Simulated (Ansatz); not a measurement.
An Ansatz (a first-principles code) input (PBEsol (Ansatz), no SOC):

Ansatz 0.2 input:
```yaml
crystal:
  lattice:
    - [0, 4.2877018712, 5.0338518661]
    - [2.7650463234, 0, 5.0338518661]
    - [2.7650463234, 4.2877018712, 0]
  atoms:
    - { symbol: Mg, position: [0.6675511226, 0.3324488774, 0.6675511226] }
    - { symbol: Mg, position: [0.3324488774, 0.6675511226, 0.3324488774] }
    - { symbol: Mg, position: [0.5824488774, 0.9175511226, 0.5824488774] }
    - { symbol: Mg, position: [0.9175511226, 0.5824488774, 0.9175511226] }
    - { symbol: Ti, position: [0, 0, 0] }
    - { symbol: Ti, position: [0.25, 0.25, 0.25] }
basis: { ecutwfc: 420, ecutrho_ratio: 4, xc_grid: 2, fft_grid_basis: typed }
kpoints: { mp_grid: { grid: [11, 11, 11] } }
hamiltonian:
  xc: pbesol
  dispersion: none
  pseudopotentials: { kind: paw }
scf: { occupations: { method: fermi_dirac, width: 0.05 }, convergence: { dr2_threshold: 0.0000000006 } }
output: { forces: true, stress: true }
checkpoint: { write: state.ck, write_every: 1000 }
```

Problem. Which symmetry and how many k-points will the program report, and about how many plane waves at Γ?

Solution. Space group Fddd (ITA 70) with 8 operations, k-points 216 of 1331, and 2331 plane waves at Γ.

Whether these cells are dynamically stable was not tested. All final runs are without spin polarisation. The cell was made from TiSi2 by this change: Si → Mg; the result is a hypothetical phase, not in the database extracts checked. Mg2Ti has a high density of states at the Fermi level and may be magnetic at this level.
